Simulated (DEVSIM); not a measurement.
Device: Al/SiO2/p-Ge capacitor, at 300 K.

| layer (left to right) | material | thickness (nm) | Na (cm⁻³) |
|---|---|---|---|
| 1 | SiO2 | 13.0 | - |
| 2 | Ge | 620 | 4.6e17 |

Metal gate on the left, work function 4.1 eV. Fixed charge at the semiconductor interface 0 cm⁻² (in units of +e); no interface traps.

This is a model device: material constants are rounded textbook-type values typed into the input, and sizes, dopings and lifetimes were drawn at random. Values at 300 K.

```
parameter      SiO2       Ge
-------------  ----  -------
gap (eV)          9    0.664
affinity (eV)   0.9        4
permittivity    3.9       16
Nc (cm⁻³)         -  1.04e19
Nv (cm⁻³)         -     6e18
```

Model (solved in DEVSIM): 1D Poisson equation in equilibrium, Boltzmann statistics, complete ionisation; no quantum confinement or tunnelling. Metal contacts follow the ideal Schottky-Mott rule: no Fermi-level pinning, no interface dipoles.

Task: Tabulate band edges, carrier densities and field at 0.8 V on the gate.

Result: Energies count from the Fermi level of the right contact; mesh points crowd at the junctions.

```json
[
 {"x (μm)": "0.000", "Ec (eV)": "2.400", "Ev (eV)": "-6.600", "n (cm⁻³)": "< 1e2", "p (cm⁻³)": "< 1e2", "field (V/cm)": "740000"},
 {"x (μm)": "0.001055", "Ec (eV)": "2.478", "Ev (eV)": "-6.522", "n (cm⁻³)": "< 1e2", "p (cm⁻³)": "< 1e2", "field (V/cm)": "740000"},
 {"x (μm)": "0.002890", "Ec (eV)": "2.614", "Ev (eV)": "-6.386", "n (cm⁻³)": "< 1e2", "p (cm⁻³)": "< 1e2", "field (V/cm)": "740000"},
 {"x (μm)": "0.005882", "Ec (eV)": "2.835", "Ev (eV)": "-6.165", "n (cm⁻³)": "< 1e2", "p (cm⁻³)": "< 1e2", "field (V/cm)": "740000"},
 {"x (μm)": "0.01035", "Ec (eV)": "3.165", "Ev (eV)": "-5.835", "n (cm⁻³)": "< 1e2", "p (cm⁻³)": "< 1e2", "field (V/cm)": "740000"},
 {"x (μm)": "0.01208", "Ec (eV)": "3.293", "Ev (eV)": "-5.707", "n (cm⁻³)": "< 1e2", "p (cm⁻³)": "< 1e2", "field (V/cm)": "740000"},
 {"x (μm)": "0.01308", "Ec (eV)": "0.262", "Ev (eV)": "-0.402", "n (cm⁻³)": "4.2e14", "p (cm⁻³)": "1.0e12", "field (V/cm)": "180000"},
 {"x (μm)": "0.01483", "Ec (eV)": "0.292", "Ev (eV)": "-0.372", "n (cm⁻³)": "1.3e14", "p (cm⁻³)": "3.4e12", "field (V/cm)": "170000"},
 {"x (μm)": "0.01773", "Ec (eV)": "0.339", "Ev (eV)": "-0.325", "n (cm⁻³)": "2.1e13", "p (cm⁻³)": "2.1e13", "field (V/cm)": "160000"},
 {"x (μm)": "0.02341", "Ec (eV)": "0.419", "Ev (eV)": "-0.245", "n (cm⁻³)": "9.4e11", "p (cm⁻³)": "4.7e14", "field (V/cm)": "130000"},
 {"x (μm)": "0.03382", "Ec (eV)": "0.523", "Ev (eV)": "-0.141", "n (cm⁻³)": "1.7e10", "p (cm⁻³)": "2.5e16", "field (V/cm)": "73000"},
 {"x (μm)": "0.06656", "Ec (eV)": "0.596", "Ev (eV)": "-0.068", "n (cm⁻³)": "9.9e8", "p (cm⁻³)": "4.4e17", "field (V/cm)": "1600"},
 {"x (μm)": "0.1194", "Ec (eV)": "0.598", "Ev (eV)": "-0.066", "n (cm⁻³)": "9.5e8", "p (cm⁻³)": "4.6e17", "field (V/cm)": "≈ 0"},
 {"x (μm)": "0.2231", "Ec (eV)": "0.598", "Ev (eV)": "-0.066", "n (cm⁻³)": "9.5e8", "p (cm⁻³)": "4.6e17", "field (V/cm)": "≈ 0"},
 {"x (μm)": "0.4402", "Ec (eV)": "0.598", "Ev (eV)": "-0.066", "n (cm⁻³)": "9.5e8", "p (cm⁻³)": "4.6e17", "field (V/cm)": "≈ 0"},
 {"x (μm)": "0.5355", "Ec (eV)": "0.598", "Ev (eV)": "-0.066", "n (cm⁻³)": "9.5e8", "p (cm⁻³)": "4.6e17", "field (V/cm)": "≈ 0"},
 {"x (μm)": "0.5839", "Ec (eV)": "0.598", "Ev (eV)": "-0.066", "n (cm⁻³)": "9.5e8", "p (cm⁻³)": "4.6e17", "field (V/cm)": "≈ 0"},
 {"x (μm)": "0.6077", "Ec (eV)": "0.598", "Ev (eV)": "-0.066", "n (cm⁻³)": "9.5e8", "p (cm⁻³)": "4.6e17", "field (V/cm)": "≈ 0"},
 {"x (μm)": "0.6235", "Ec (eV)": "0.598", "Ev (eV)": "-0.066", "n (cm⁻³)": "9.5e8", "p (cm⁻³)": "4.6e17", "field (V/cm)": "≈ 0"},
 {"x (μm)": "0.6288", "Ec (eV)": "0.598", "Ev (eV)": "-0.066", "n (cm⁻³)": "9.5e8", "p (cm⁻³)": "4.6e17", "field (V/cm)": "≈ 0"},
 {"x (μm)": "0.6314", "Ec (eV)": "0.598", "Ev (eV)": "-0.066", "n (cm⁻³)": "9.5e8", "p (cm⁻³)": "4.6e17", "field (V/cm)": "≈ 0"},
 {"x (μm)": "0.6330", "Ec (eV)": "0.598", "Ev (eV)": "-0.066", "n (cm⁻³)": "9.5e8", "p (cm⁻³)": "4.6e17", "field (V/cm)": "≈ 0"}
]
```
